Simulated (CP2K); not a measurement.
# A series of runs on MoWSe4 (P3m1, 12 atoms in the cell)

```yaml
crystal:
  lattice:
    - [3.27868, 0.00000, 0.00000]
    - [-1.63934, 2.83942, 0.00000]
    - [0.00000, 0.00000, 37.34603]
  atoms:
    - { symbol: Mo, position: [0.00000, 0.00000, 0.09392] }
    - { symbol: Mo, position: [0.33333, 0.66667, 0.28180] }
    - { symbol: W, position: [0.00000, 0.00000, 0.46966] }
    - { symbol: W, position: [0.33333, 0.66667, 0.65754] }
    - { symbol: Se, position: [0.00000, 0.00000, 0.32610] }
    - { symbol: Se, position: [0.00000, 0.00000, 0.70204] }
    - { symbol: Se, position: [0.33333, 0.66667, 0.04964] }
    - { symbol: Se, position: [0.33333, 0.66667, 0.42516] }
    - { symbol: Se, position: [0.33333, 0.66667, 0.13821] }
    - { symbol: Se, position: [0.33333, 0.66667, 0.51415] }
    - { symbol: Se, position: [0.00000, 0.00000, 0.23751] }
    - { symbol: Se, position: [0.00000, 0.00000, 0.61303] }
```

Base run A: PBEsol, GPW, DZVP-MOLOPT-SR-GTH basis, GTH-PBE potentials (GTH_POTENTIALS) in CP2K, self-consistent single point.

Its settings: CUTOFF = 500 Ry; REL_CUTOFF = 60 Ry; SMEAR/METHOD = GAUSSIAN; SIGMA = 0.02 eV; KPOINTS/SCHEME = MONKHORST-PACK 6 6 1; GAMMA_CENTERED = T; XC_FUNCTIONAL = PBE:PBESOL; Mo/BASIS_SET = DZVP-MOLOPT-SR-GTH-q14; Mo/POTENTIAL = GTH-PBE-q14; W/BASIS_SET = DZVP-MOLOPT-SR-GTH-q14; W/POTENTIAL = GTH-PBE-q14; Se/BASIS_SET = DZVP-MOLOPT-SR-GTH-q6; Se/POTENTIAL = GTH-PBE-q6; METHOD = GPW; EPS_DEFAULT = 1e-11; NGRIDS = 5; SCF_GUESS = ATOMIC; EPS_SCF = 1e-06; MAX_SCF = 100; ADDED_MOS = 17.

The starting cell comes from a database of computed structures (which also holds hypothetical and non-ambient phases and stackings), without a prior relaxation at this level. Its lattice was rescaled by a random factor within 2.5 % of one. Spin-orbit coupling is off. Values carry the incompleteness of an atom-centred basis. The potentials were made for another functional than the one used.

ΔF is the free energy per atom less that of run A. 

```json
[
 {"run": "A", "change": "base", "ΔF (meV/atom)": "0.00", "pressure (GPa)": "1.60", "largest force (eV/Å)": "0.470", "gap on the mesh (eV)": "1.247"},
 {"run": "B", "change": "XC_SMOOTH_RHO: default → NN50; XC_DERIV: default → NN50_SMOOTH", "ΔF (meV/atom)": "68.9", "pressure (GPa)": "1.35", "largest force (eV/Å)": "0.470", "gap on the mesh (eV)": "1.246"},
 {"run": "C", "change": "XC_SMOOTH_RHO: default → NONE; XC_DERIV: default → SPLINE3", "ΔF (meV/atom)": "-0.03", "pressure (GPa)": "1.60", "largest force (eV/Å)": "0.470", "gap on the mesh (eV)": "1.247"},
 {"run": "D", "change": "USE_FINER_GRID: default → T", "ΔF (meV/atom)": "0.00", "pressure (GPa)": "1.60", "largest force (eV/Å)": "0.470", "gap on the mesh (eV)": "1.247"}
]
```

Run B against A: The free energy goes up by 68.9 meV/atom, the pressure goes from 1.60 to 1.35 GPa, the largest force stays at 0.470 eV/Å and the gap on the mesh moves little (1.247 to 1.246 eV).

Run D against A: The free energy hardly moves (within 1 meV/atom), the pressure stays at 1.60 GPa, the largest force stays at 0.470 eV/Å and the gap on the mesh stays at 1.247 eV.

Left out of this page: 2 runs of the series unsound by tests on forces, stress, charge or solver warnings.
